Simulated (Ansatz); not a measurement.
Results of PBEsol (Ansatz, an electronic-structure program, PAW) for double-hcp La.

The input as run:

Ansatz 0.2 input:
```yaml
crystal:
  lattice:
    - [1.8410831593, -3.1888495729, 0.0]
    - [1.8410831593, 3.1888495729, 0.0]
    - [0.0, 0.0, 11.8012539086]
  atoms:
    - { symbol: La, position: [0.0, 0.0, 0.5] }
    - { symbol: La, position: [0.0, 0.0, 0.0] }
    - { symbol: La, position: [0.3333333333, 0.6666666667, 0.25] }
    - { symbol: La, position: [0.6666666667, 0.3333333333, 0.75] }
basis:
  ecutwfc: 520
  ecutrho_ratio: 4
  xc_grid: 2
kpoints:
  mp_grid: { grid: [18, 18, 6] }
hamiltonian:
  xc: pbesol
  dispersion: none
  pseudopotentials: { kind: paw }
scf:
  occupations: { method: fermi_dirac, width: 0.05 }
output:
  forces: true
  stress: true
  eigenvalues: true
relax:
  f_tol: 0.004
  escape_saddle: false
  max_steps: 80
  cell: { stress_tol: 0.02, fix: [volume] }
```

Output (set-up and result lines):

```
Relaxation: its limit of steps is 80 (relax.max_steps)
Crystal: 4 atoms, lattice volume = 138.569 Å³
Basis set: ecut = 520 eV, 3655 PW (Γ), exchange–correlation on 60×60×180 points (8 copies of the dense FFT grid, shifted against one another)
Bands: 27, of which v1, the nominal top of the filled ones, is band 22 counted from 1 (21 counted from 0)
Symmetry: 24 space group operations
Space group: P63/mmc (ITA 194), of the structure as read, at distance tolerance 5.2e-5 Å
k-points: 148 of 1944
Functional: x = pbesol(κ = 0.804, μ = 0.12345679012345678), c = pbesol(β = 0.046)
SCF iter   1: F=—  HF=-24645.133633 eV  |F-HF|=—  |Δ(HF+E_count)|=         —  Δρ=4.08e-3  dr2=2.46e-2
SCF iter   2: F=—  HF=-24645.129463 eV  |F-HF|=—  |Δ(HF+E_count)|=   4.17e-3  Δρ=2.56e-3  dr2=1.05e-2
  ...
SCF 1 converged in 6 iterations: F = -24645.128006 eV  dr2 = 7.66e-8
Crystal: 4 atoms, lattice volume = 138.569 Å³
Initial density: handed on by an earlier stage of this run
SCF iter   4: F=—  HF=-24645.128006 eV  |F-HF|=—  |Δ(HF+E_count)|=  4.00e-11  Δρ=1.67e-7  dr2=6.38e-11
SCF iter   5: F=-24645.128006 eV  HF=-24645.128006 eV  |F-HF|=7.28e-12  |Δ(HF+E_count)|=  1.09e-11  Δρ=3.79e-8  dr2=2.14e-12
SCF 2 converged in 5 iterations: F = -24645.128006 eV  dr2 = 2.14e-12
SCF converged after 5 iterations
Free energy (F): -24645.128006 eV
Internal energy: -24645.076258 eV  (E = F + TS)
E sigma→0 (E₀):  -24645.102132 eV
Fermi energy:    11.830701 eV
--- Forces (eV/Å), atoms counted from 1 ---
  atom   1  La     0.00000000     0.00000000     0.00000000
  atom   2  La    -0.00000000     0.00000000     0.00000000
  atom   3  La    -0.00000000    -0.00000000     0.00000000
  atom   4  La    -0.00000000     0.00000000     0.00000000
--- Stress (GPa, compression-positive) ---
       -0.519153       0.000000       0.000000
       -0.000000      -0.519153       0.000000
        0.000000       0.000000      -0.515206
  P = ⅓ Tr σ = -0.5178 GPa (-5.178 kbar)
```

The cell is one volume of an energy–volume scan, off the minimum.

The PAW data were made under PBE.

Cost on a shared machine: very roughly 80 core-seconds.
